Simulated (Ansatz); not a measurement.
# Nb3Te4: pressure series

Consider Nb$_{3}$Te$_{4}$ (space group P6_3/m, No. 176).

```xyz
14
Lattice="10.6634 0.0000 0.0000 -5.3317 9.2348 0.0000 0.0000 0.0000 3.5929" Properties=species:S:1:pos:R:3 pbc="T T T"
Nb     4.6628     0.9514     0.8982
Nb     0.6689     8.2834     2.6946
Nb     1.5075     4.5138     2.6946
Nb     3.8242     4.7209     0.8982
Nb     7.5081     3.5624     0.8982
Nb    -2.1764     5.6723     2.6946
Te     5.3317     3.0783     2.6946
Te     0.0000     6.1565     0.8982
Te     2.1623     2.5035     0.8982
Te     3.1694     6.7313     2.6946
Te    -1.0869     3.1243     2.6946
Te     6.4186     6.1105     0.8982
Te     7.4142     0.6208     0.8982
Te    -2.0825     8.6139     2.6946
```

Cell and atoms are relaxed at each pressure.

Calculations: PBEsol in Ansatz (plane waves to 420 eV, PAW, no spin-orbit coupling).

Two rows of this table had their results exchanged by mistake.

```csv
pressure,volume per atom (Å³),shortest distance (Å),band gap
pressure −2 GPa,26.10,2.766,zero
pressure −1 GPa,25.67,2.768,zero
pressure 0.3 GPa,25.17,2.770,zero
pressure 0.7 GPa,25.02,2.771,zero
pressure 1.5 GPa,23.71,2.755,zero
pressure 3 GPa,24.27,2.762,zero
pressure 5 GPa,24.74,2.769,zero
pressure 7.5 GPa,23.09,2.747,zero
pressure 10 GPa,22.55,2.740,zero
```

Which two?

The rows for pressure 1.5 GPa and pressure 5 GPa: the volume has to fall steadily with pressure, so 24.74 Å³ belongs to pressure 1.5 GPa and 23.71 Å³ to pressure 5 GPa.

Load acts through the strain it causes; cell and atoms are relaxed under it. Stability against distortions was not tested. Competing high-pressure phases were not computed. The final runs are not spin-polarised.

Ansatz is a program for electronic structure.
